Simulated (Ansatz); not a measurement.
The reference is CaO in the rock salt structure (space group Fm-3m, No. 225; a = 4.831 Å).

All numbers come from Ansatz (an electronic-structure program), PBE, PAW, cutoff 420 eV, no spin-orbit coupling.

For the base:

| Quantity | Value |
|---|---|
| Hole mass | 0.35, 2.9, 2.9 mₑ (at Γ) |

One thing is altered: every lattice vector is shortened by 2.50 %; the atoms relax in the strained cell.

Task: What happens to the hole mass and energy relative to the base?

Result: The hole mass (degenerate bands, along [100]) becomes 0.34, 2.8, 2.8 mₑ (at Γ) (base: 0.35, 2.9, 2.9 mₑ (at Γ)); the energy grows by 28 meV/atom.

The levels and masses belong to the bands next to the band gap. Masses are band curvatures over ±0.01 Å⁻¹ around the edge. Whether these cells are dynamically stable was not tested.
